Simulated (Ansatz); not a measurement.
AuIn2 (model structure, started from the C15 type, Fd-3m, No. 227, 6 atoms in the cell), treated with LDA (Ansatz, an electronic-structure program, PAW).

Input file:

Ansatz 0.2 input:
```yaml
crystal:
  lattice:
    - [0.0, 4.0615103122, 4.0615103122]
    - [4.0615103122, 0.0, 4.0615103122]
    - [4.0615103122, 4.0615103122, 0.0]
  atoms:
    - { symbol: In, position: [0.625, 0.625, 0.625] }
    - { symbol: In, position: [0.125, 0.625, 0.625] }
    - { symbol: In, position: [0.625, 0.125, 0.625] }
    - { symbol: In, position: [0.625, 0.625, 0.125] }
    - { symbol: Au, position: [0.25, 0.25, 0.25] }
    - { symbol: Au, position: [0.0, 0.0, 0.0] }
basis:
  ecutwfc: 520
  ecutrho_ratio: 4
  xc_grid: 2
kpoints:
  mp_grid: { grid: [12, 12, 12] }
hamiltonian:
  xc: lda
  dispersion: none
  pseudopotentials: { kind: paw }
scf:
  occupations: { method: fermi_dirac, width: 0.05 }
output:
  forces: true
  stress: true
  eigenvalues: true
relax:
  f_tol: 0.004
  escape_saddle: false
  max_steps: 80
```

Excerpt of the program's output:

```
WARN output.stress: scf.convergence.dr2_threshold = 1e-7 eV (the SCF's general default) is looser than the 6e-10 eV advised for a printed stress (1e-10 eV for …
Relaxation: its limit of steps is 80 (relax.max_steps)
Crystal: 6 atoms, lattice volume = 133.996 Å³
Basis set: ecut = 520 eV, 3695 PW (Γ), exchange–correlation on 90×90×90 points (8 copies of the dense FFT grid, shifted against one another)
Bands: 54, of which v1, the nominal top of the filled ones, is band 45 counted from 1 (44 counted from 0)
Symmetry: 48 space group operations
Space group: Fd-3m (ITA 227), of the structure as read, at distance tolerance 5.1e-5 Å
k-points: 72 of 1728
Functional: x = slater, c = lda
SCF iter   1: F=—  HF=-47556.285893 eV  |F-HF|=—  |Δ(HF+E_count)|=         —  Δρ=8.58e-3  dr2=5.79e-2
SCF iter   2: F=—  HF=-47556.270643 eV  |F-HF|=—  |Δ(HF+E_count)|=   1.53e-2  Δρ=3.66e-3  dr2=9.28e-3
  ...
SCF iter   6: F=—  HF=-47556.267686 eV  |F-HF|=—  |Δ(HF+E_count)|=   9.42e-5  Δρ=2.27e-5  dr2=8.53e-7
SCF iter   7: F=-47556.267686 eV  HF=-47556.267686 eV  |F-HF|=5.57e-8  |Δ(HF+E_count)|=   1.83e-7  Δρ=7.19e-6  dr2=7.68e-8
SCF 1 converged in 7 iterations: F = -47556.267686 eV  dr2 = 7.68e-8
relax step   1: F+E_penalty+E_count = -47556.26768564 eV  Δ(F+E_penalty+E_count) = +0.000e0 eV  max|allowed force component| = 1.735e-18 eV/Å  Δτ_max = 0.0000 Å  (7 SCF iters, accepted)
SCF converged after 7 iterations
Free energy (F): -47556.267686 eV
Internal energy: -47556.246701 eV  (E = F + TS)
E sigma→0 (E₀):  -47556.257193 eV
Fermi energy:    12.826696 eV
--- Forces (eV/Å), atoms counted from 1 ---
  atom   1  In     0.00000000    -0.00000000     0.00000000
  atom   2  In     0.00000000     0.00000000     0.00000000
  atom   3  In     0.00000000     0.00000000    -0.00000000
  atom   4  In     0.00000000    -0.00000000    -0.00000000
  atom   5  Au    -0.00000000     0.00000000     0.00000000
  atom   6  Au    -0.00000000    -0.00000000    -0.00000000
--- Stress (GPa, compression-positive) ---
        1.261506       0.000000       0.000000
       -0.000000       1.261506       0.000000
       -0.000000       0.000000       1.261506
  P = ⅓ Tr σ = 1.2615 GPa (12.615 kbar)
```

The cell is one volume of an energy–volume scan, off the minimum.

The PAW data were made under PBE.

Note: the relaxation could raise the start's symmetry but not lower it, so the cell can be a saddle point.

A model structure was made by putting elements into a prototype or built by hand; it is no filed structure, need not be a known phase, and can be a saddle point held by its symmetry.
